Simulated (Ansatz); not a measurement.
Reference: Ta (Im-3m), PBEsol, rigid bands (plane waves, PAW, scalar-relativistic; Ansatz, a quantum-chemistry and plane-wave program); geometry: cell and atoms relaxed with PBEsol.

```yaml
crystal:
  lattice:
    - [-1.63794, 1.63794, 1.63794]
    - [1.63794, -1.63794, 1.63794]
    - [1.63794, 1.63794, -1.63794]
  atoms:
    - { symbol: Ta, position: [0.00000, 0.00000, 0.00000] }
```

The density of states at the Fermi level per atom is 1.26 states/eV and the drude plasma energy is 9.1 eV. The root-mean-square Fermi velocity is 6.7 ×10⁵ m/s.

Problem. Swap Ta for Nb, keeping the structure type. How do these values move?

Solution. Nb (Im-3m): volume per atom 17.6 to 17.5 Å³; density of states at the Fermi level per atom rises (1.26 states/eV to 1.42 states/eV); Drude plasma energy stays about the same (9.1 eV to 9.4 eV); root-mean-square Fermi velocity stays about the same (6.7 ×10⁵ m/s to 6.5 ×10⁵ m/s).

Problem. Swap Ta for W, keeping the structure type. How do these values move?

Solution. W (Im-3m): volume per atom 17.6 to 15.7 Å³; density of states at the Fermi level per atom falls (1.26 states/eV to 0.44 states/eV); Drude plasma energy falls (9.1 eV to 7.8 eV); root-mean-square Fermi velocity rises (6.7 ×10⁵ m/s to 9.1 ×10⁵ m/s).

Problem. Replace Ta by Mo on the same sites and relax. What happens?

Solution. Mo (Im-3m): volume per atom 17.6 to 15.3 Å³; density of states at the Fermi level per atom falls (1.26 states/eV to 0.58 states/eV); Drude plasma energy stays about the same (9.1 eV to 8.8 eV); root-mean-square Fermi velocity rises (6.7 ×10⁵ m/s to 8.9 ×10⁵ m/s).

Moves up to 9 % count as about the same. Metals at this level; values at 300 K, both spins, means over directions. As a rough test of the mesh, the Fermi surface's area from every second k point differs by up to 6 %. Spin-orbit coupling is left out.

The missing spin-orbit coupling matters most for Ta (Im-3m), W (Im-3m).
